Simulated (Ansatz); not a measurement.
Consider NbN in the rock salt structure (space group Fm-3m, No. 225; a = 4.380 Å). Axes: x, y, z lie along the cube axes.

Computed with PBEsol in Ansatz (plane waves to 420 eV, PAW, spin-orbit coupling left out).

For the base:

| Quantity | Value |
|---|---|
| Pressure | 0.0 GPa |

It is then changed as follows: uniaxial strain ε_xx = +1.04 %, all other strain components held at zero; the atoms relax in the strained cell.

Task: Predict the new energy relative to the base and pressure.

Result: The energy increases by 2.4 meV/atom; the pressure (mean of the normal stresses, compression positive) goes from zero to -3.3 GPa.

Without a gap, meshes like the base's 18×18×18 leave anisotropic stresses uncertain by several tenths of a GPa, and small strain energies with them. No phonon test of stability was made. All final runs are without spin polarisation.

Ansatz is an electronic-structure program.
